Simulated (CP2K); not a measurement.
A user runs CP2K on CuGaSe2 (I-42d, 8 atoms in the cell) and asks whether the run is sound. The aim is a self-consistent single point with DFT PBE, GPW, DZVP-MOLOPT-SR-GTH basis, GTH-PBE potentials (GTH_POTENTIALS).

Cell that was meant: a = 6.8118 Å, b = 6.8118 Å, c = 6.8118 Å, α = 131.20°, β = 131.20°, γ = 71.50°.

Part of the input:

```
      &END MIXING
      &SMEAR ON
        METHOD GAUSSIAN
        SIGMA 0.02
      &END SMEAR
    &END SCF
    &KPOINTS
```

Log, with long lists cut:

```
 GLOBAL| Method name                                                        CP2K
   [... lines left out ...]
                           72                72.000                        1.000

 Number of electrons:                                                         72
 Number of occupied orbitals:                                                 36
 Number of molecular orbitals:                                                48

 Number of orbital functions:                                                152
 Number of independent orbital functions:                                    152
 SCF WAVEFUNCTION OPTIMIZATION

  Step     Update method      Time    Convergence         Total energy    Change
     1 NoMix/Diag. 0.20E+00      -     0.94303274      -283.5920276768 -2.84E+02
     2 Broy./Diag. 0.20E+00      -     0.13605633      -285.0643284067 -1.47E+00
     3 Broy./Diag. 0.20E+00      -     0.03359567      -283.7232848168  1.34E+00
     4 Broy./Diag. 0.20E+00      -     0.08234017      -283.0704947871  6.53E-01
     5 Broy./Diag. 0.20E+00      -     0.03569306      -282.8090144509  2.61E-01
     6 Broy./Diag. 0.20E+00      -     0.00755216      -283.1075096318 -2.98E-01
   [... 12 lines left out ...]
    19 Broy./Diag. 0.20E+00      -     0.00000469      -283.2846999724  9.05E-06
    20 Broy./Diag. 0.20E+00      -     0.00000116      -283.2846992273  7.45E-07
    21 Broy./Diag. 0.20E+00      -     0.00000058      -283.2846992342 -6.89E-09
    22 Broy./Diag. 0.20E+00      -     0.00000008      -283.2846971172  2.12E-06
  *** SCF run converged in    22 steps ***

  Overlap energy of the core charge distribution:               0.00000006866130
  Self energy of the core charge distribution:               -403.04367653882730
  Core Hamiltonian energy:                                    120.26528688166184
  Hartree energy:                                              43.85181059007354
  Exchange-correlation energy:                                -44.35659819506202
  Smearing free energy correction:                             -0.00151992421618
  Fermi energy:                                                 0.17489357812193

  Total energy:                                              -283.28469711718077
  Total energy (extrapolated to sigma->0):                   -283.28393715507269

   [... lines left out ...]
 STRESS|                        x                   y                   z
 STRESS|      x        3.54757484946E+04   5.97677641747E+02  -1.74981694408E+01
 STRESS|      y        5.97677641747E+02   3.50757694325E+04  -1.26205911909E+01
 STRESS|      z       -1.74981694408E+01  -1.26205911909E+01   3.46417814369E+04
 STRESS| 1/3 Trace                                             3.50644331214E+04
```

Task: Is anything amiss in this input, and did it matter?

Result: The run is not sound. The fault is an energy in the wrong unit. A bare number is read in the key's own unit, and eV, Ry (13.6 eV) and Ha (27.2 eV) lie far apart, so the setting ends up far from the one that was meant. To fix it, convert the value to the unit that the key expects. The run converged in 22 iterations without an error; against the sound input the free energy falls by 2.0 meV/atom, the pressure goes from 3.37 to 3.51 GPa and the largest force goes from 0.308 to 0.323 eV/Å.

An input that runs soundly differs in these lines (not the only fix; some lines may just follow from the change or write a value another way):
```diff
-        SIGMA 0.02
+        SIGMA [eV] 0.02
```

With that input, the run converged in 25 iterations: free energy E − TS -7708.5531 eV; top of the valence band (on the code's own zero) 4.31 eV; gap on the k-point mesh 0.19 eV; pressure 3.37 GPa; largest force (vector length) 0.308 eV/Å (DFT PBE, GPW, DZVP-MOLOPT-SR-GTH basis, GTH-PBE potentials (GTH_POTENTIALS)).

On the sound input: the starting cell has typed, rounded lattice constants, without a prior relaxation at this level. Its lattice was rescaled by a random factor within 2.5 % of one. Spin polarisation is off. Values carry the incompleteness of an atom-centred basis. With a pressure of about 3 GPa the cell is away from its equilibrium volume at this level.
